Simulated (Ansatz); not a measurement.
The structure below was relaxed with r2SCAN, PAW, 500 eV (Ansatz, a program for electronic structure; no spin-orbit coupling), earlier PAW set, at pressure 15 GPa.

```xyz
1
Lattice="-1.5623 1.5623 1.5623 1.5623 -1.5623 1.5623 1.5623 1.5623 -1.5623" Properties=species:S:1:pos:R:3 pbc="T T T"
W      0.0000     0.0000     0.0000
```

Find the space group and the Wyckoff positions.

Space group Im-3m (No. 229); a = 3.125 Å, b = 3.125 Å, c = 3.125 Å, α = 90.00°, β = 90.00°, γ = 90.00°

```csv
atom,site,symmetry,x,y,z
W,2a,m-3m,0.0000,0.0000,0.0000
```

Describe the coordination.

The crystal has 2 atoms in its conventional cell. Conventional cell: a = b = c = 3.125 Å, α = β = γ = 90.00°. W is surrounded by 8 W at 2.706 Å and 6 W at 3.125 Å. (Neighbours: up to the widest gap in distance over summed covalent radii, below 1.35, at either atom.)

Load acts through the strain it causes; cell and atoms are relaxed under it. Whether these cells are dynamically stable was not tested. Competing high-pressure phases were not computed. All final runs are without spin polarisation. The cell was made from W in the bcc (W type) structure (space group Im-3m, No. 229) by this change: pressure 15 GPa.
